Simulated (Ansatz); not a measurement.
**Cu2ZnSnS4: stress against strain**

Cu2ZnSnS4 (I-4, 19.410 Å³/atom and stress up to 0.01 GPa in the relaxed cell, c along z) under a strain ε along c (axis z), the other axes held. PBEsol in Ansatz, a plane-wave DFT program (PAW, default set), 420 eV, 9×9×9 Γ-centred mesh, Fermi-Dirac smearing 0.05 eV; ions are relaxed, or left where forces stay under 0.02 eV/Å, within the symmetry of each cell. Stress is positive for a compressed cell.

Here s stands for strain and y for stress zz.

```
strain (%)  stress zz (GPa)
----------  ---------------
-1.50                  1.61
-0.75                  0.80
0.00                  -0.01
0.75                  -0.79
1.50                  -1.55
3.00                      ?
```

Taking a straight line for y over the 5 complete rows: Means: s 0, y 0.012. About the means, the sum of products is -5.9325 and the sum of squares of s is 5.6250; the slope is their ratio. Least squares gives y = 0.012 - 1.0547·s. Residuals (row less fit): 0.016, -0.003, -0.022, -0.011, 0.020; standard error 0.021 (degrees of freedom: 3). The slope gives the elastic constant C33 = 105.5 ± 0.9 GPa (± standard error of the fit, which holds the terms cut off).

Problem. What does the fit predict for y at s = 3.00, and how far is the calculated value from it?

Solution. y = 0.012 - 1.0547 × 3.00 = -3.152 GPa. The calculation gives -3.03 GPa, 0.122 GPa above the prediction (2.6 % of the range of y in the table). The row lies outside the fitted rows, so this is an extrapolation. From the scatter of the fitted rows alone, a prediction at this place has a standard error of 0.034 GPa, so the miss is 3.6 times that.

A polynomial of degree 2 through the 8 other runs of the series gives -3.03 there, so most of the miss is curvature that the fit leaves out. This level leaves no gap over 0.05 eV at strain 3.00 %. The start is a measured cell from the literature; how it stands against other phases or cation orders wasn't checked. Rows are the converged runs of the series near zero and its far end; series whose fitted rows scatter by over a few per cent of the range, as at a crossing or softening among them, aren't shown in this form, nor equations of state whose B0' disagrees with the runs' pressures. Most that stay on the fit to the last digits aren't either.
